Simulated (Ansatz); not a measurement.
# GaP, alloy series

Consider GaP in the zinc blende structure (space group F-43m, No. 216; a = 5.4385 Å).

The other end (x = 1) is InP in the zinc blende structure (space group F-43m, No. 216): 25.39 Å³/atom, gap 0.57 eV.

In replaces a fraction x of Ga; each row is one arrangement (x, atoms in the cell, starting space group or random), fully relaxed.

Calculations: DFT with PBEsol, PAW potentials and a 420 eV plane-wave cutoff in Ansatz (a quantum-chemistry and plane-wave program), no spin-orbit coupling.

```
variant                       band gap     density  shortest interatomic distance  mixing energy
----------------------------  --------  ----------  -----------------------------  -------------
base                           1.45 eV  4.16 g/cm³                        2.355 Å              –
x(In) = 0.25, 8 atoms, Cm      1.12 eV  4.35 g/cm³                        2.330 Å   +18 meV/atom
x(In) = 0.25, 8 atoms, Amm2    1.02 eV  4.35 g/cm³                        2.339 Å   +26 meV/atom
x(In) = 0.5, 8 atoms, Cm           [?]  4.53 g/cm³                            [?]            [?]
x(In) = 0.75, 8 atoms, Pmm2    0.72 eV  4.66 g/cm³                        2.367 Å   +14 meV/atom
x(In) = 0.75, 8 atoms, Amm2    0.54 eV  4.65 g/cm³                        2.390 Å   +23 meV/atom
x(In) = 0.75, 8 atoms, P-43m   0.77 eV  4.66 g/cm³                        2.388 Å   +16 meV/atom
```

Task: Fill in the withheld entries from the trend.

Result: 
- x(In) = 0.5, 8 atoms, Cm, band gap: 0.98 eV
- x(In) = 0.5, 8 atoms, Cm, shortest interatomic distance: 2.350 Å
- x(In) = 0.5, 8 atoms, Cm, mixing energy: +17 meV/atom

Each cell is one ordered arrangement of few atoms, which overstates ordering effects compared with a random alloy. Stability against distortions was not tested.
